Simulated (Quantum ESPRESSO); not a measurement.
Cost against accuracy: K_POINTS for Ta₂N₃ (Pnma, 20 atoms in the cell)

Cell: a = 8.2027 Å, b = 2.9865 Å, c = 8.1638 Å, α = 90.00°, β = 90.00°, γ = 90.00°.

Method: PBEsol, GBRV 1.5 ultrasoft (PBESOL) pseudopotentials (plane waves; Quantum ESPRESSO).

Base settings: ecutwfc = 40 Ry; ecutrho = 320 Ry; occupations = smearing; smearing = marzari-vanderbilt; degauss = 0.0073499 Ry; potentials = {Ta: ta_pbesol_v1.uspp.F.UPF, N: n_pbesol_v1.2.uspp.F.UPF}; K_POINTS = automatic 3 8 3 1 1 1; conv_thr = 1e-10 Ry; mixing_beta = 0.5.

Misses are taken against the tightest run, automatic 5 12 5 1 1 1, which need not be fully converged itself. The energy is the free energy per atom.

The count of work is k-points × plane waves × bands × iterations; it is no time, and leaves out set-up, grids and terms that scale otherwise. Core times come from one kind of shared machine and are given to one figure; runs under 30 s give none.

The starting cell comes from a database of computed structures (which also holds hypothetical and non-ambient phases and stackings), without a prior relaxation at this level. Spin polarisation is off. In the base run, with a pressure of about -7 GPa the cell is away from its equilibrium volume at this level.

The runs (K_POINTS): automatic 1 1 1 1 1 1 | automatic 1 2 1 1 1 1 | automatic 1 3 1 1 1 1 | automatic 2 4 2 1 1 1 | automatic 2 5 2 1 1 1 | automatic 3 6 3 1 1 1 | automatic 3 8 3 1 1 1 | automatic 4 9 4 1 1 1 | automatic 4 11 4 1 1 1 | automatic 5 12 5 1 1 1.

Task: Which is the coarsest setting among those run that, with all tighter ones, holds the energy within 10 meV/atom of the reference, and what does it save?

Result: automatic 1 3 1 1 1 1, off by 3.3 meV/atom; it needs 0.033 of the reference's count of work and about 0.09 of the reference's time.

Task: Which is the coarsest setting among those run that, with all tighter ones, holds the energy within 2 meV/atom of the reference, and what does it save?

Result: automatic 3 6 3 1 1 1, off by 1.4 meV/atom; it needs 0.22 of the reference's count of work and about 0.3 of the reference's time.

Task: What does the step from automatic 2 5 2 1 1 1 to automatic 3 8 3 1 1 1 buy?

Result: It takes the miss in the energy from 2.2 to 0.38 meV/atom, for 5.7 times the count of work and roughly 3 times the time.

| K_POINTS | energy less reference (meV/atom) | pressure less reference (GPa) | largest difference in the force on any atom (eV/Å) | count of work / reference | core time / reference (rough) |
|---|---|---|---|---|---|
| automatic 1 1 1 1 1 1 | -496.44 | -7.16 | 1.551 | 0.016 | 0.08 |
| automatic 1 2 1 1 1 1 | 11.80 | 1.13 | 1.372 | 0.016 | 0.08 |
| automatic 1 3 1 1 1 1 | -3.32 | -0.13 | 0.721 | 0.033 | 0.09 |
| automatic 2 4 2 1 1 1 | 3.05 | 0.19 | 0.114 | 0.035 | 0.10 |
| automatic 2 5 2 1 1 1 | 2.18 | 0.10 | 0.139 | 0.052 | 0.1 |
| automatic 3 6 3 1 1 1 | -1.42 | -0.04 | 0.042 | 0.22 | 0.3 |
| automatic 3 8 3 1 1 1 | 0.38 | 0.01 | 0.039 | 0.30 | 0.4 |
| automatic 4 9 4 1 1 1 | -0.08 | -0.01 | 0.026 | 0.37 | 0.4 |
| automatic 4 11 4 1 1 1 | 0.35 | 0.02 | 0.018 | 0.42 | 0.5 |
| automatic 5 12 5 1 1 1 | 0.00 | 0.00 | 0.000 | 1.0 | 1 |
